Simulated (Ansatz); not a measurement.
An Ansatz (a quantum-chemistry and plane-wave program) input (Ansatz r2SCAN, without spin-orbit coupling):

Ansatz 0.2 input:
```yaml
crystal:
  lattice:
    - [4.1255663445, 0, 0]
    - [0, 4.1255663445, 0]
    - [0, 0, 20.8344318768]
  atoms:
    - { symbol: Si, position: [0.25, -0.25, 0.3599810182] }
    - { symbol: Y, position: [0.75, 0.25, 0.3599810182] }
    - { symbol: Si, position: [0.75, -0.75, 0.5] }
    - { symbol: Y, position: [1.25, -0.25, 0.5] }
    - { symbol: Si, position: [1.25, -1.25, 0.6400189818] }
    - { symbol: Y, position: [1.75, -0.75, 0.6400189818] }
basis: { ecutwfc: 500, ecutrho_ratio: 4, xc_grid: 4, fft_grid_basis: typed }
kpoints: { mp_grid: { grid: [11, 11, 1] } }
hamiltonian:
  xc: r2scan
  dispersion: none
  pseudopotentials: { kind: paw }
scf: { occupations: { method: fermi_dirac, width: 0.05 }, convergence: { dr2_threshold: 0.0000000006 } }
relax: { f_tol: 0.01, max_steps: 50 }
output: { forces: true, stress: true }
checkpoint: { write: state.ck, write_every: 1000 }
```

Problem. Which symmetry and how many k-points will the program report, and about how many plane waves at Γ?

Solution. Space group P4/mmm (ITA 123) with 16 operations, k-points 21 of 121, and 9019 plane waves at Γ.

No phonon test of stability was made. The final runs are not spin-polarised. The cell was made from YSi in the rock salt structure (space group Fm-3m, No. 225; a hypothetical phase, not in the database extracts checked) by this change: a free-standing slab of 3 layers (6 atoms, 2 a layer) is cut normal to the z axis, with 15 Å of vacuum and the in-plane cell held at bulk. YSi has a high density of states at the Fermi level and may be magnetic at this level.
